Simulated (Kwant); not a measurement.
Device: wire with a side stub in a ZnO two-dimensional gas. Effective mass 0.3 mₑ, grid spacing 4.2 nm, hard walls, nominal width 100 nm (23 grid rows, so walls 100.8 nm apart), one parabolic valley, scattering region 300 nm long along x; energies count from the band bottom; Fermi energy swept from 0.00010027 to 0.0011908 eV. Closed stub on one side, 78 nm wide and 170 nm deep.

The device is made up for the run: typed textbook-type constants, with dimensions and the other settings drawn at random.

Model: effective-mass tight-binding model on a square grid, one spin, coherent transport at 0 K (Kwant). Conductance is in e²/h.

Problem. How many channels do the leads carry at E = 0.558, 0.723 meV?

Solution. The hard-wall thresholds are n² ħ²π²/(2mW²) = n² × 0.123 meV with W = 100.8 nm. √(0.558/0.123) = 2.13, so 2. √(0.723/0.123) = 2.42, so 2.
